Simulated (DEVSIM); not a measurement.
**Schottky contact on n-type Si**

Structure: Schottky contact on n-type Si, at 300 K.

| layer (left to right) | material | thickness (μm) | Nd (cm⁻³) | τn (s) | τp (s) |
|---|---|---|---|---|---|
| 1 | Si | 14.0 | 3.2e16 | 4.6e-7 | 4.6e-7 |

Left contact: Schottky, work function 4.78 eV, emission velocity 6.6e6 cm/s. Right contact: ohmic. Voltage is applied to the left contact. Recombination: SRH at mid-gap, Auger. Mobility is μmin + (μ − μmin)/(1 + (N/Nref)^α).

The device is made up for the run: typed textbook-type constants, with dimensions and the other settings drawn at random. Values at 300 K.

```tsv
parameter	Si
gap (eV)	1.124
affinity (eV)	4.05
permittivity	11.7
Nc (cm⁻³)	2.86e19
Nv (cm⁻³)	3.1e19
μn (cm²/Vs)	1417
μp (cm²/Vs)	470
μn,min	52
μp,min	45
Nref,n	9.7e16
Nref,p	2.2e17
αn	0.68
αp	0.72
Cn (cm⁶/s)	2.8e-31
Cp (cm⁶/s)	9.9e-32
```

Model (solved in DEVSIM): 1D drift-diffusion, Boltzmann statistics, complete ionisation; no tunnelling, impact ionisation, image-force lowering or self-heating. Metal contacts follow the ideal Schottky-Mott rule: no Fermi-level pinning, no interface dipoles.

```yaml
potential_step_across_the_device_at_zero_bias: 0.554 V
largest_field_in_the_device_at_zero_bias: 72000 V/cm
Dark forward voltage at 1 A/cm²: 0.289 V
Dark forward voltage at 100 A/cm²: 0.439 V
```

Small-signal capacitance in reverse bias (quasi-static):

```
V (V)  C (nF/cm²)
-----  ----------
-0.1         65.0
-0.25        58.4
-0.5         50.8
-0.75        45.6
-1           41.7
-1.5         36.2
-2           32.4
-2.5         29.6
-3.25        26.5
-4           24.2
-5           21.9
```

Dark reverse current:

| V (V) | J (A/cm²) |
|---|---|
| -0.10 | -1.5e-5 |
| -0.25 | -1.5e-5 |
| -0.50 | -1.5e-5 |
| -0.75 | -1.6e-5 |
| -1.00 | -1.6e-5 |
| -1.50 | -1.6e-5 |
| -2.00 | -1.6e-5 |
| -2.50 | -1.6e-5 |
| -3.25 | -1.6e-5 |
| -4.00 | -1.6e-5 |
| -5.00 | -1.6e-5 |
